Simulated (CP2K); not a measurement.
# Worked example: self-consistent single point of NaNbSe₂ (P6_3/mmc, 8 atoms in the cell) in CP2K

Method of the run: LDA (Pade form), GPW, DZVP-MOLOPT-SR-GTH basis, GTH-PADE potentials (GTH_POTENTIALS) run with CP2K 2026.2.

This input was run:

```
&GLOBAL
  PROJECT scf
  RUN_TYPE ENERGY_FORCE
  PRINT_LEVEL LOW
&END GLOBAL
&FORCE_EVAL
  METHOD Quickstep
  STRESS_TENSOR ANALYTICAL
  &DFT
    BASIS_SET_FILE_NAME BASIS_MOLOPT
    POTENTIAL_FILE_NAME GTH_POTENTIALS
    &QS
      METHOD GPW
      EPS_DEFAULT 1E-11
    &END QS
    &MGRID
      CUTOFF 950
      REL_CUTOFF 50
      NGRIDS 5
    &END MGRID
    &SCF
      SCF_GUESS ATOMIC
      EPS_SCF 1E-7
      MAX_SCF 100
      ADDED_MOS 12
      &DIAGONALIZATION
        ALGORITHM STANDARD
      &END DIAGONALIZATION
      &MIXING
        METHOD BROYDEN_MIXING
        ALPHA 0.3
        NBUFFER 12
        BETA 1
      &END MIXING
    &END SCF
    &KPOINTS
      SCHEME MONKHORST-PACK 5 5 1
    &END KPOINTS
    &XC
      &XC_FUNCTIONAL PADE
      &END XC_FUNCTIONAL
    &END XC
    &PRINT
      &MO
        EIGENVALUES T
        OCCUPATION_NUMBERS T
        NDIGITS 8
        FILENAME mo
        &EACH
          QS_SCF 0
        &END EACH
        ADD_LAST NUMERIC
      &END MO
      &MULLIKEN OFF
      &END MULLIKEN
    &END PRINT
  &END DFT
  &SUBSYS
    &CELL
      A 3.51194600 0.00000000 0.00000000
      B -1.75597300 3.04143500 0.00000000
      C 0.00000000 0.00000000 14.55078600
      PERIODIC XYZ
    &END CELL
    &COORD
      SCALED
      Na       0.00000000     0.00000000     0.00000000
      Na       0.00000000     0.00000000     0.50000000
      Nb       0.00000000     0.00000000     0.25000000
      Nb       0.00000000     0.00000000     0.75000000
      Se       0.33333300     0.66666700     0.13883000
      Se       0.66666700     0.33333300     0.86117000
      Se       0.66666700     0.33333300     0.63883000
      Se       0.33333300     0.66666700     0.36117000
    &END COORD
    &KIND Na
      BASIS_SET DZVP-MOLOPT-SR-GTH
      POTENTIAL GTH-PADE-q9
    &END KIND
    &KIND Nb
      BASIS_SET DZVP-MOLOPT-SR-GTH
      POTENTIAL GTH-PADE-q13
    &END KIND
    &KIND Se
      BASIS_SET DZVP-MOLOPT-SR-GTH
      POTENTIAL GTH-PADE-q6
    &END KIND
  &END SUBSYS
  &PRINT
    &FORCES ON
    &END FORCES
    &STRESS_TENSOR ON
    &END STRESS_TENSOR
  &END PRINT
&END FORCE_EVAL
```

Log, with long lists cut:

```
 GLOBAL| Method name                                                        CP2K
 GLOBAL| Project name                                                        scf
 GLOBAL| Run type                                                   ENERGY_FORCE

 TOTAL NUMBERS AND MAXIMUM NUMBERS

  Total number of            - Atomic kinds:                                   3
                             - Atoms:                                          8
                             - Shell sets:                                     8
                             - Shells:                                        46
                             - Primitive Cartesian functions:                 44
                             - Cartesian basis functions:                    136
                             - Spherical basis functions:                    122

  Maximum angular momentum of- Orbital basis functions:                        3
                             - Local part of the GTH pseudopotential:          2
                             - Non-local part of the GTH pseudopotential:      4

 SCF PARAMETERS         Density guess:                                    ATOMIC
                        max_scf:                                             100
                        max_diis:                                              4
                        eps_scf:                                        1.00E-07
                        eps_diis:                                       1.00E-01
                        eps_eigval:                                     1.00E-05
                        level_shift [a.u.]:                             0.000000
                        added MOs                                        12    0
                        Mixing method:                            BROYDEN_MIXING
                                                charge density mixing in g-space
                        No outer SCF

 Extrapolation method: initial_guess

 Number of electrons:                                                         68
 Number of occupied orbitals:                                                 34
 Number of molecular orbitals:                                                46

 Number of orbital functions:                                                122
 Number of independent orbital functions:                                    122

 SCF WAVEFUNCTION OPTIMIZATION

  Step     Update method      Time    Convergence         Total energy    Change
     1 NoMix/Diag. 0.30E+00      -     2.01711810      -248.6202727860 -2.49E+02
     2 Broy./Diag. 0.30E+00      -     0.10980874      -249.7578947786 -1.14E+00
     3 Broy./Diag. 0.30E+00      -     0.11349955      -248.6122729718  1.15E+00
     4 Broy./Diag. 0.30E+00      -     0.04531269      -247.7597591712  8.53E-01
     5 Broy./Diag. 0.30E+00      -     0.03381196      -248.1808309764 -4.21E-01
     6 Broy./Diag. 0.30E+00      -     0.00927252      -247.8606669298  3.20E-01
     7 Broy./Diag. 0.30E+00      -     0.00964564      -247.8968091126 -3.61E-02
   [... 4 lines left out ...]
    12 Broy./Diag. 0.30E+00      -     0.00001508      -247.8958913744  2.28E-03
    13 Broy./Diag. 0.30E+00      -     0.00001182      -247.8959437399 -5.24E-05
    14 Broy./Diag. 0.30E+00      -     0.00000187      -247.8959035280  4.02E-05
    15 Broy./Diag. 0.30E+00      -     0.00000162      -247.8959035598 -3.18E-08
    16 Broy./Diag. 0.30E+00      -     0.00000006      -247.8959071640 -3.60E-06

  *** SCF run converged in    16 steps ***

  Electronic density on regular grids:        -67.9999999967        0.0000000033
  Core density on regular grids:               67.9999999993       -0.0000000007
  Total charge density on r-space grids:        0.0000000026
  Total charge density g-space grids:           0.0000000026

  Overlap energy of the core charge distribution:               0.00000000018236
  Self energy of the core charge distribution:               -540.81395374347596
  Core Hamiltonian energy:                                    134.13948038604809
  Hartree energy:                                             194.92355174854242
  Exchange-correlation energy:                                -36.14498555530603

  Total energy:                                              -247.89590716400912

 ENERGY| Total FORCE_EVAL ( QS ) energy [hartree]           -247.895911072005219

 FORCES| Atomic forces [hartree/bohr]
 FORCES|   Atom     x               y               z               |f|
 FORCES|      1 -2.20999874E-14  6.89319677E-10 -4.98885328E-10   8.50910211E-10
 FORCES|      2  3.56653335E-14 -1.00654495E-10  3.29200334E-10   3.44244374E-10
 FORCES|      3 -5.34710220E-07  3.15140718E-07  1.63445935E-09   6.20670092E-07
 FORCES|      4  5.34709117E-07 -3.16887811E-07  9.78010712E-09   6.21632830E-07
 FORCES|      5  2.97129800E-07 -1.88326856E-07  3.56220384E-04   3.56220557E-04
 FORCES|      6 -2.97129806E-07  1.91153085E-07 -3.56225080E-04   3.56225255E-04
 FORCES|      7 -2.97129770E-07  1.85335872E-07  3.56214471E-04   3.56214643E-04
 FORCES|      8  2.97129787E-07 -1.87000776E-07 -3.56220985E-04   3.56221158E-04
 FORCES| Sum    -1.07871774E-12  2.89741230E-12  3.44315279E-11
 FORCES| Total atomic force                                       3.45700556E-11

 STRESS| Analytical stress tensor [bar]
 STRESS|                        x                   y                   z
 STRESS|      x       -6.07480660528E+03  -3.60766744278E-01  -5.12557849117E-08
 STRESS|      y       -3.60766744278E-01  -6.07548398561E+03   4.45432504005E-03
 STRESS|      z       -5.12557849117E-08   4.45432504005E-03   6.85590028665E+03
 STRESS| 1/3 Trace                                            -1.76479676808E+03
```

The run converged in 16 iterations.

The starting cell comes from a database of computed structures (which also holds hypothetical and non-ambient phases and stackings), without a prior relaxation at this level. Its lattice was rescaled by a random factor within 2.5 % of one. Values carry the incompleteness of an atom-centred basis.

Cost on one core of a shared machine: roughly 3 min.
